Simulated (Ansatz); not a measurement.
```
CELL_PARAMETERS angstrom
     18.50000     0.00000     0.00000
      0.00000    20.50000     0.00000
      0.00000     0.00000     3.93019
ATOMIC_POSITIONS crystal
  Si 0.39684 0.46731 0.00000
  Si 0.39684 0.53269 0.50000
  Si 0.50000 0.33349 0.50000
  Si 0.50000 0.39850 0.00000
  Si 0.50000 0.60150 0.50000
  Si 0.50000 0.66651 0.00000
  Si 0.60316 0.46731 0.00000
  Si 0.60316 0.53269 0.50000
  Cl 0.30242 0.41257 0.00000
  Cl 0.30242 0.58743 0.50000
  Cl 0.40949 0.27474 0.50000
  Cl 0.59051 0.27474 0.50000
  Cl 0.40949 0.72526 0.00000
  Cl 0.59051 0.72526 0.00000
  Cl 0.69758 0.41257 0.00000
  Cl 0.69758 0.58743 0.50000
```

Levels: PBE (plane waves to 420 eV, PAW; Ansatz, a program for electronic structure); r2SCAN (plane waves to 500 eV, PAW; Ansatz); HSE06 (Ansatz). Unmarked values and the geometry are of the first. Mesh 1×1×8. No spin polarisation. One-dimensional cell, images about 11 Å apart. A model structure. It keeps the symmetry and period of its start, so it need not be a minimum against all distortions. HSE06 ran on a 1×1×5 mesh and at PBE's edge points. Buckling under compression is shut out by symmetry and the short period.

Q: Say what this body is, and give its properties.

A: Cl-capped Si nanowire along [110], 8 atoms a period besides the caps. An idealised model, cut from the bulk lattice.
```
Property                                                                                    Value
---------------------------------------------------------  --------------------------------------
largest distance between nuclei across the axis                                            9.82 Å
energy over the bulk Si and Cl2 molecule                   -1469 meV per atom other than the caps
PBE gap                                                                      1.42 eV, direct at Γ
electron mass along the axis (PBE)                                                        0.13 mₑ
hole mass along the axis (PBE)                                                            0.17 mₑ
valence and conduction edges under the vacuum level (PBE)                        5.97 and 4.55 eV
r2SCAN gap at this geometry                                                               1.64 eV
HSE06 gap at this geometry                                                                2.15 eV
axial stiffness dF/dε                                                                       77 nN
```
